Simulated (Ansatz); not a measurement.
The reference is KTaO$_{3}$ in the cubic perovskite structure (space group Pm-3m, No. 221; a = 3.952 Å). Axes: x, y, z lie along the cube axes.

Structures relaxed with Kohn–Sham DFT with the LDA functional, run in Ansatz (a first-principles code) with PAW and 420 eV plane waves, no spin-orbit coupling.

Base:

Simulated powder pattern, Cu Kα, λ = 1.54184 Å (kinematic, ideal powder, no thermal factors, no anomalous dispersion; the 10 strongest lines at most, above 2 %, up to 2θ = 90°):

```json
[
 {"2θ (°)": "22.50", "I/Imax (%)": "69", "hkl": "(100)"},
 {"2θ (°)": "32.03", "I/Imax (%)": "100", "hkl": "(110)"},
 {"2θ (°)": "39.49", "I/Imax (%)": "8.0", "hkl": "(111)"},
 {"2θ (°)": "45.93", "I/Imax (%)": "31", "hkl": "(200)"},
 {"2θ (°)": "51.72", "I/Imax (%)": "32", "hkl": "(210)"},
 {"2θ (°)": "57.09", "I/Imax (%)": "40", "hkl": "(211)"},
 {"2θ (°)": "66.97", "I/Imax (%)": "19", "hkl": "(220)"},
 {"2θ (°)": "71.64", "I/Imax (%)": "16", "hkl": "(300)"},
 {"2θ (°)": "76.18", "I/Imax (%)": "17", "hkl": "(310)"},
 {"2θ (°)": "89.39", "I/Imax (%)": "7.4", "hkl": "(320)"}
]
```

The change: tensile biaxial strain of 1.20 % in the plane normal to [001], as in epitaxy on a mismatched substrate; the out-of-plane cell vector and the atoms relax.

**Question.** How do the reflections move or split?

**Answer.** 
Simulated powder pattern, Cu Kα, λ = 1.54184 Å (kinematic, ideal powder, no thermal factors, no anomalous dispersion; the 10 strongest lines at most, above 2 %, up to 2θ = 90°):

```tsv
2θ (°)	I/Imax (%)	hkl
22.23	70	(100)
22.59	34	(001)
31.64	51	(110)
31.90	100	(101)
45.35	32	(200)
51.06	17	(210)
51.24	16	(201)
56.51	41	(211)
57.01	20	(112)
66.68	19	(202)
```

The indices refer to the base's conventional cell; one index is shown for lines that coincide. The space group is now P4/mmm (No. 123).

Stability against distortions was not tested.
